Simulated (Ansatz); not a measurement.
Consider BP in the zinc blende structure (space group F-43m, No. 216).

```
BP
1.0
    0.00000     2.26820     2.26820
    2.26820     0.00000     2.26820
    2.26820     2.26820     0.00000
P B
1 1
Direct
  0.75000   0.75000   0.75000
  0.00000   0.00000   0.00000
```

Cartesian axes are those of the cell as printed.

Computed with r2SCAN (Ansatz, an electronic-structure program, PAW, no spin-orbit coupling), earlier PAW set.

Strains are applied to the cell and any free atomic positions relax; under biaxial strain the out-of-plane vector relaxes too.

One change was made to it. Results:

| quantity | base | after |
|---|---|---|
| pressure (mean of the normal stresses, compression positive) | 0.00 GPa | 5.86 GPa |
| valence-band top at Γ (three highest levels, from the VBM) | 0.00, 0.00, 0.00 eV | 0.00, 0.00, -0.21 eV |
| smallest direct gap | 3.60 eV | 3.31 eV |

Question: What was done to the base?
A. biaxial strain +0.57 %, plane normal [001], relaxed out of plane
B. biaxial strain −1.76 %, plane normal [111], relaxed out of plane
C. biaxial strain −1.02 %, plane normal [001], relaxed out of plane
D. uniaxial strain ε_zz = +1.29 %

Answer: B, biaxial strain −1.76 %, plane normal [111], relaxed out of plane. For comparison, the valence-band top at Γ in the other runs: biaxial strain +0.57 %, plane normal [001], relaxed out of plane gives 0.00, -0.08, -0.08 eV; uniaxial strain ε_zz = +1.29 % gives 0.00, 0.00, -0.13 eV; biaxial strain −1.02 %, plane normal [001], relaxed out of plane gives 0.00, 0.00, -0.15 eV.

Whether these cells are dynamically stable was not tested.
